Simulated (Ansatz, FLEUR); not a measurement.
A FLEUR input for a self-consistent single point of HgTe (F-43m, 2 atoms in the cell) (DFT, LDA (Perdew-Zunger), all-electron FLAPW (FLEUR), scalar-relativistic valence):

Input of the input generator:

```
HgTe crystal
&input film=f /
0.0000000000 6.2142944410 6.2142944410
6.2142944410 0.0000000000 6.2142944410
6.2142944410 6.2142944410 0.0000000000
1.0
1.0 1.0 1.0

2
80 0.0000000000 0.0000000000 0.0000000000
52 0.2500000000 0.2500000000 0.2500000000

&comp jspins=1 /
&exco xctyp='pz' /
&kpt div1=9 div2=9 div3=9 /
&end /
```

```xml
<?xml version="1.0" encoding="UTF-8" standalone="no"?>
<fleurInput fleurInputVersion="0.39">
   <comment>
      HgTe crystal                                                                                        
   </comment>
   <calculationSetup>
      <cutoffs Kmax="4.0" Gmax="12.0" GmaxXC="12.0" numbands="0"/>
      <scfLoop itmax="80" minDistance="0.00001" maxIterBroyd="15" imix="Anderson" alpha="0.05" precondParam="0.0" spinf="2.0"/>
      <coreElectrons ctail="T" frcor="F" kcrel="0" coretail_lmax="0"/>
      <xcFunctional name="pz" relativisticCorrections="F"/>
      <magnetism jspins="1"/>
      <soc l_soc="F" theta="0.0" phi="0.0" spav="F"/>
      <expertModes spex="0" secvar="F"/>
      <geometryOptimization l_f="T" forcealpha="1.0" forcemix="BFGS" epsdisp="0.00001" epsforce="0.00001"/>
      <ldaU l_linMix="F" mixParam="0.05" spinf="1.0"/>
   </calculationSetup>
   <cell>
      <bzIntegration valenceElectrons="34.0" mode="hist" fermiSmearingEnergy="0.00183747">
         <kPointListSelection listName="default-1"/>
         <!-- k-points included here -->
         <xi:include xmlns:xi="http://www.w3.org/2001/XInclude" href="kpts.xml"> </xi:include>
      </bzIntegration>
      <!-- symmetry operations included here -->
      <xi:include xmlns:xi="http://www.w3.org/2001/XInclude" href="sym.xml"> </xi:include>
      <bulkLattice scale="1.0">
         <bravaisMatrix>
            <row-1>    0.0000000000000000     6.2142944409999998     6.2142944409999998</row-1>
            <row-2>    6.2142944409999998     0.0000000000000000     6.2142944409999998</row-2>
            <row-3>    6.2142944409999998     6.2142944409999998     0.0000000000000000</row-3>
         </bravaisMatrix>
      </bulkLattice>
   </cell>
   <atomSpecies>
      <species name="Mercury (Hg)" element="Hg" atomicNumber="80">
         <mtSphere radius="2.51" gridPoints="867" logIncrement="0.015"/>
         <atomicCutoffs lmax="10" lnonsphr="8"/>
         <electronConfig flipSpins="F">
            <coreConfig>(1s1/2) (2s1/2) (2p1/2) (2p3/2) (3s1/2) (3p1/2) (3p3/2) (4s1/2) (3d3/2) (3d5/2) (4p1/2) (4p3/2) (5s1/2) (4d3/2) (4d5/2) (4f5/2) (4f7/2)</coreConfig>
            <valenceConfig>(5p1/2) (5p3/2) (6s1/2) (5d3/2) (5d5/2)</valenceConfig>
         </electronConfig>
         <energyParameters s="6" p="6" d="5" f="5"/>
         <lo type="SCLO" l="1" n="5" eDeriv="0"/>
         <lo type="HELO" l="2" n="6" eDeriv="0"/>
      </species>
      <species name="Tellurium (Te)" element="Te" atomicNumber="52">
         <mtSphere radius="2.51" gridPoints="867" logIncrement="0.015"/>
         <atomicCutoffs lmax="10" lnonsphr="8"/>
         <electronConfig flipSpins="F">
            <coreConfig>(1s1/2) (2s1/2) (2p1/2) (2p3/2) (3s1/2) (3p1/2) (3p3/2) (4s1/2) (3d3/2) (3d5/2) (4p1/2) (4p3/2)</coreConfig>
            <valenceConfig>(5s1/2) (4d3/2) (4d5/2) (5p1/2) (5p3/2)</valenceConfig>
            <stateOccupation state="(5p1/2)" spinUp="0.6666666666667" spinDown="0.6666666666667"/>
            <stateOccupation state="(5p3/2)" spinUp="1.3333333333333" spinDown="1.3333333333333"/>
         </electronConfig>
         <energyParameters s="5" p="5" d="5" f="4"/>
         <lo type="SCLO" l="2" n="4" eDeriv="0"/>
      </species>
   </atomSpecies>
   <atomGroups>
      <atomGroup species="Mercury (Hg)">
         <relPos label="                   1">.0000000000 .0000000000 .0000000000</relPos>
         <force calculate="T" relaxXYZ="TTT"/>
      </atomGroup>
      <atomGroup species="Tellurium (Te)">
         <relPos label="                   2">1.000/4.000 1.000/4.000 1.000/4.000</relPos>
         <force calculate="T" relaxXYZ="TTT"/>
      </atomGroup>
   </atomGroups>
   <output dos="F" band="F" slice="F">
      <checks vchk="F" cdinf="F"/>
      <bandDOS minEnergy="-.5*Htr" maxEnergy="0.5*Htr" sigma="0.015" storeEVData="T"/>
      <vacuumDOS vacdos="F" integ="F" star="F" nstars="0" locx1="0.0" locy1="0.0" locx2="0.0" locy2="0.0" nstm="0" tworkf="0.0"/>
      <unfoldingBand unfoldBand="F" supercellX="1" supercellY="1" supercellZ="1"/>
      <plotting iplot="0" polar="F">
         <plot TwoD="T" vec1="  1.0  0.0  0.0" vec2="  0.0  1.0  0.0" vec3="  0.0  0.0  1.0" zero="  0.0  0.0  0.0" file="plot"/>
      </plotting>
      <chargeDensitySlicing numkpt="0" minEigenval="0.0" maxEigenval="0.0" nnne="0" pallst="F"/>
      <specialOutput eonly="F"/>
      <magneticCircularDichroism mcd="F" energyLo="-10.0" energyUp="0.0"/>
   </output>
  <!-- We include the file relax.xml here to enable relaxations (see documentation) -->
  <xi:include xmlns:xi="http://www.w3.org/2001/XInclude" href="relax.xml"> <xi:fallback/> </xi:include>
</fleurInput>
```

Question: Give the Ansatz (a program for electronic structure) input for the same structure, mesh, smearing and functional.

Answer: This is the input that was run; spellings and numerical settings could be chosen otherwise.

Ansatz 0.2 input:
```yaml
# HgTe
crystal:
  lattice:
    - [0.000000, 3.288463, 3.288463]
    - [3.288463, 0.000000, 3.288463]
    - [3.288463, 3.288463, 0.000000]
  atoms:
    - { symbol: Hg, position_ang: [0.000000, 0.000000, 0.000000] }
    - { symbol: Te, position_ang: [1.644232, 1.644232, 1.644232] }
kpoints:
  mp_grid: { grid: [9, 9, 9] }
hamiltonian:
  xc: lda
  pseudopotentials: { kind: paw }
scf:
  occupations: { method: fermi_dirac, width: 0.05 }
output:
  forces: true
  eigenvalues: true
  stress: true
```

Basis, cutoffs, solver keys and any potentials are the target program's own. This input uses DFT, LDA (PW92), plane waves, default PAW files made with PBE. LDA parametrisations can differ slightly between programs.

The starting cell has typed, rounded lattice constants, without a prior relaxation at this level. Its lattice was rescaled by a random factor within 2.5 % of one.
